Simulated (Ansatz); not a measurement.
For TiRh (P4/mmm, No. 123), PBEsol in Ansatz (plane waves, PAW) gives:

| Item | Value |
|---|---|
| equilibrium lattice constant a | 2.925 Å |
| c axis length | 3.376 Å |

Problem. What does r²SCAN (PAW; Ansatz, a quantum-chemistry and plane-wave program) give for the same quantities?

Solution. 
- lattice constant a: 2.950 Å (goes up by 0.9 %)
- lattice parameter c: 3.385 Å (rises by 0.3 %)

Changes are worked out from the printed values.

Unless a cell is named, each level is at its own relaxed cell (PBEsol 14.45, r²SCAN 14.73 Å³/atom).

The crystal itself was run without spin with r²SCAN; a magnetic state was not tried in these runs.

Ansatz's density-functional and Hartree–Fock values are scalar-relativistic unless marked +SOC, with PAW data made under PBE.
